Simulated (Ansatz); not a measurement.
By hand: reaction energy

We look at the reaction energy. Reaction: 1/4 SiH4 (gas) → 1/4 Si (diamond) + H (atom). Negative: the products are lower in energy.

An isolated H atom (doublet) in a box of 11 × 11 × 12 Å.

Setting: static, neutral cells in Ansatz (PAW) whose structures rest at the PBE level. Ansatz (a program for electronic structure) runs with its default PAW set. Other levels take these structures. The lattices are those relaxed with PBE, so at other levels the solids can be strained, which adds to the spread. A dispersion term (D3(BJ), or D4 for r2SCAN) was computed beside these levels and is taken off wherever the name lacks it.

Total energies of the cells in eV, at zero smearing width. They compare only within one column; the weights balance every element.

```tsv
cell	atoms	weight	PBE	LDA
Si (diamond)	2	+1	-1271.61962	-1217.27963
H (atom)	1	+8	-13.60340	-13.02465
SiH4 (gas)	5	−2	-699.24428	-670.45693
```

PBE: (-1271.61962) + 8 × (-13.60340) − 2 × (-699.24428) = 18.042 eV; dividing by 8 gives 2.26 eV.

LDA: (-1217.27963) + 8 × (-13.02465) − 2 × (-670.45693) = 19.437 eV; dividing by 8 gives 2.43 eV.

What follows from the PBE value: Per mole of the reaction as written, 2.255 eV × 96.485 = 217.6 kJ.
